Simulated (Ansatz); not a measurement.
**Hypothetical diamond W, thickness series**

Consider W in the diamond structure (space group Fd-3m, No. 227; a hypothetical phase, not in the database extracts checked).

```yaml
crystal:
  lattice:
    - [0.00000, 2.87772, 2.87772]
    - [2.87772, 0.00000, 2.87772]
    - [2.87772, 2.87772, 0.00000]
  atoms:
    - { symbol: W, position: [0.25000, 0.25000, 0.25000] }
    - { symbol: W, position: [0.00000, 0.00000, 0.00000] }
```

Cartesian axes are those of the cell as printed.

Free-standing slabs (2 atom(s) a layer) normal to [110] with 15 Å of vacuum; in-plane cell held at bulk.

All numbers come from Ansatz (a first-principles code), PBEsol, PAW, cutoff 420 eV, spin-orbit coupling left out.

Notes on the quantities. excess energy per area of both faces: slab less bulk energy over the cell's area: twice a surface energy; uncertain by up to 0.10 J/m²; layer's space group: with vacuum.

```csv
change,excess energy per area of both faces,shortest interatomic distance,layer's space group,thickness between the outermost nuclei
base,–,2.492 Å,–,–
1 layer,–,2.448 Å,Pmma (No. 51),–
2 layers,[?],2.387 Å,Pmna (No. 53),1.89 Å
3 layers,3.21 J/m²,2.451 Å,Pmma (No. 51),4.18 Å
4 layers,3.02 J/m²,[?],Pmna (No. 53),6.21 Å
5 layers,3.1 J/m²,2.441 Å,Pmma (No. 51),8.24 Å
6 layers,3.1 J/m²,2.442 Å,Pmna (No. 53),10.25 Å
7 layers,3.1 J/m²,[?],Pmma (No. 51),12.32 Å
```

### Question
Complete the table.

### Answer

- 2 layers, excess energy per area of both faces: 2.94 J/m²
- 4 layers, shortest interatomic distance: 2.431 Å
- 7 layers, shortest interatomic distance: 2.439 Å

The excess energy carries the mismatch between the slab's and the bulk's meshes. Stability against distortions was not tested. The final runs are not spin-polarised. W has a high density of states at the Fermi level and may be magnetic at this level.
